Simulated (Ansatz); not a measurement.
The reference is AlN in the wurtzite structure (space group P6_3mc, No. 186; a = 3.130 Å, c = 5.017 Å).

(Cell as relaxed with PBE.)

Levels (all Ansatz, a quantum-chemistry and plane-wave program, PAW, earlier PAW set): PBE (420 eV, no SOC); r2SCAN (500 eV, no spin-orbit coupling).

Each level relaxes its own structure.

| base | PBE | r2SCAN |
|---|---|---|
| volume per atom | 10.64 Å³ | 10.40 Å³ |
| lattice parameter a | 3.130 Å | 3.107 Å |
| band gap | 4.04 eV | 4.87 eV |

Perturbation: a hydrostatic pressure of 2.1 GPa.

| quantity | PBE | r2SCAN |
|---|---|---|
| band gap | 4.13 eV | 4.96 eV |
| gap character | direct at Γ | direct at Γ |
| valence-band top at Γ (three highest levels, from the VBM) | 0.00, -0.21, -0.21 eV | 0.00, -0.23, -0.23 eV |
| volume per atom | 10.53 Å³ | 10.30 Å³ |

PBE's band gap lies 0.83 eV below r2SCAN's; PBE's volume per atom lies 0.23 Å³ above r2SCAN's (2.2 %); the two agree on the gap character. Neither level is exact; r2SCAN is the comparison here, not a measurement.

Load acts through the strain it causes; cell and atoms are relaxed under it. Stability against distortions was not tested. Tetrahedral semiconductors of this kind turn to denser phases somewhere between about 1 and 50 GPa; those were not computed, so compressed cells here can lie past the real transition.
